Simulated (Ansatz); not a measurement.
Reference: CsBr (Pm-3m), PBEsol, rigid bands (plane waves, PAW, scalar-relativistic; Ansatz, a quantum-chemistry and plane-wave program); axes and stresses refer to this cell.

```yaml
crystal:
  lattice:
    - [4.24266, 0.00000, 0.00000]
    - [0.00000, 4.24266, 0.00000]
    - [0.00000, 0.00000, 4.24266]
  atoms:
    - { symbol: Cs, position: [0.00000, 0.00000, 0.00000] }
    - { symbol: Br, position: [0.50000, 0.50000, 0.50000] }
```

* **band gap**: 4.45 eV
* **Seebeck coefficient, n-type 1e19 cm⁻³**: -155 μV/K
* **electron conductivity mass**: 0.30 mₑ

Problem. Change: spin-orbit coupling switched on. What happens to band gap, Seebeck coefficient, n-type 1e19 cm⁻³, electron conductivity mass?

Solution. band gap falls to 4.26 eV; Seebeck coefficient, n-type 1e19 cm⁻³ moves little, to -155 μV/K; electron conductivity mass moves little, to 0.30 mₑ.

Masses are for dilute carriers at 300 K, harmonic means over directions unless an axis is named. Seebeck coefficients are for the stated density at 300 K, with one relaxation time for all states and whether or not that doping can be reached. Spin-orbit coupling is left out unless a row names it.
